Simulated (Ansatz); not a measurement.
Base system: TiB$_{2}$ (space group P6/mmm, No. 191; a = 3.032 Å, c = 3.224 Å).

Computed with PBE (Ansatz, a quantum-chemistry and plane-wave program; PAW; 420 eV plane waves; no spin-orbit coupling).

Before the change:

Pressure: 0.0 GPa

One thing is altered: every lattice vector is shortened by 1.52 %, atoms relaxed at fixed cell.

Question: How does this affect the energy relative to the base and pressure?

Answer: The energy increases by 15 meV/atom; the pressure (mean of the normal stresses, compression positive) goes from zero to 12.8 GPa.

The cells carry an imposed strain or load. Stability against distortions was not tested. All final runs are without spin polarisation.
